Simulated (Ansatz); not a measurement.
An Ansatz (a program for electronic structure) input (PBEsol in Ansatz (plane waves to 420 eV, PAW, no SOC)):

Ansatz 0.2 input:
```yaml
crystal:
  lattice:
    - [4.6214531757, 0, 0]
    - [-2.3107265879, 4.0022958526, 0]
    - [0, 0, 6.907706387]
  atoms:
    - { symbol: La, position: [0.3333333333, 0.6666666667, 0.237092002] }
    - { symbol: La, position: [0.6666666667, 0.3333333333, 0.762907998] }
    - { symbol: S, position: [0, 0, 0] }
    - { symbol: S, position: [0.3333333333, 0.6666666667, 0.6510358714] }
    - { symbol: S, position: [0.6666666667, 0.3333333333, 0.3489641286] }
basis: { ecutwfc: 420, ecutrho_ratio: 4, xc_grid: 2, fft_grid_basis: typed }
kpoints: { mp_grid: { grid: [8, 8, 5] } }
hamiltonian:
  xc: pbesol
  dispersion: none
  pseudopotentials: { kind: paw }
scf: { occupations: { method: fermi_dirac, width: 0.05 }, convergence: { dr2_threshold: 0.0000000005 } }
output: { forces: true, stress: true }
checkpoint: { write: state.ck, write_every: 1000 }
```

### Question
Which symmetry and how many k-points will the program report, and about how many plane waves at Γ?

### Answer
Space group P-3m1 (ITA 164) with 12 operations, k-points 40 of 320, and 2537 plane waves at Γ.

Stability against distortions was not tested. The cell was made from La2O3 by this change: O → S; the result is a hypothetical phase, not in the database extracts checked.
